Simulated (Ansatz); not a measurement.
**Hypothetical I4_132 As: response to strain**

The parent structure is As (space group I4_132, No. 214; a = 6.9923 Å; a hypothetical phase, not in the database extracts checked; relaxed with 0.1 eV smearing). Axes: x, y, z lie along the cube axes.

Strains are applied to the cell and any free atomic positions relax; under biaxial strain the out-of-plane vector relaxes too.

Method: Ansatz (a program for electronic structure) PBE, no SOC.

Notes on the quantities. energy relative to the base: free energy F.

```tsv
variant	energy relative to the base	shortest interatomic distance	space group
base	0 meV/atom	247.2 pm	I4_132 (No. 214)
biaxial strain +4.10 %, plane normal [001], relaxed out of plane	-4.0 meV/atom	244.3 pm	I4_122 (No. 98)
biaxial strain +4.59 %, plane normal [110], relaxed out of plane	+3.4 meV/atom	242.8 pm	F222 (No. 22)
isotropic strain −1.98 %	+15 meV/atom	242.3 pm	I4_132 (No. 214)
isotropic strain −1.81 %	+12 meV/atom	242.7 pm	I4_132 (No. 214)
isotropic strain +5.88 %	+102 meV/atom	261.8 pm	I4_132 (No. 214)
```

No phonon test of stability was made. Under biaxial strain +4.10 %, plane normal [001], relaxed out of plane the cell ends below the base's energy or with stress of the wrong sign: the atoms slid into a distortion or the cell is elastically unstable, so the base is not a stable minimum at this level.
